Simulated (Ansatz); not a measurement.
The reference is LiF in the rock salt structure (space group Fm-3m, No. 225).

```
CELL_PARAMETERS angstrom
      0.00000     2.03409     2.03409
      2.03409     0.00000     2.03409
      2.03409     2.03409     0.00000
ATOMIC_POSITIONS crystal
  Li 0.00000 0.00000 0.00000
  F  0.50000 0.50000 0.50000
```

Method: PBE/PAW in Ansatz (a program for electronic structure), no spin-orbit coupling.

Its conduction minimum is a single valley at Γ with mass 0.86 mₑ.

It is then changed as follows: 0.0337 electrons added to each cell, a density of 2.0×10^21 cm⁻³, with a uniform compensating background at fixed cell and a 300 K Fermi–Dirac width.

Task: Where would a parabolic band put the Fermi level, and where does the calculation put it?

Result: k_F = (3π²n)^(1/3) = 0.390 Å⁻¹, so ħ²k_F²/2m = 0.67 eV above the band edge at zero temperature. The calculation gives 0.60 eV (to 0.05 eV), close to the parabolic estimate.

Charged cell with a jellium background: band edges are those of the host's band count, energies are not comparable with the neutral cell, and many-body gap narrowing is missing. The levels and masses belong to the bands next to the band gap. Effective masses come from finite differences of ±0.01 Å⁻¹. Stability against distortions was not tested.
